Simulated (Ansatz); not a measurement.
GaN (P6_3mc): ε∞ = 5.705, static ε₀ = 10.05, effective LO energy 90.9 meV, electron mass 0.166 mₑ (band masses from PBE with spin-orbit coupling, rigid bands (Ansatz, a program for electronic structure), cell and atoms relaxed with PBE; dielectric constants and zone-centre modes from LDA (Ansatz) on its own relaxed cell).

### Question
Work out the Fröhlich coupling α = (1/ε∞ − 1/ε₀) √(m Ry/ħω_LO) and what it means for transport at 300 K.

### Answer
1/ε∞ − 1/ε₀ = 0.0758 and √(m × 13.606 eV/ħω) = 4.99, so α = 0.378; in weak coupling the polaron mass is about m(1 + α/6). By the iterated Boltzmann equation for weak coupling, the polar-phonon-limited mobility is 3600 cm²/(V·s) at 300 K (23000 at 200 K, 1320 at 400 K).

Model: isotropic Fröhlich coupling of one parabolic band to one effective longitudinal optical (LO) phonon, from the dielectric constants and phonon modes at the zone centre, chosen so that α equals the sum over the polar modes. Acoustic, nonpolar, intervalley and impurity scattering are left out, and they lower the mobility further; with several valleys or bands the averaged mass is a rough stand-in. Semilocal functionals tend to overestimate ε∞, which makes α low and the mobility high.
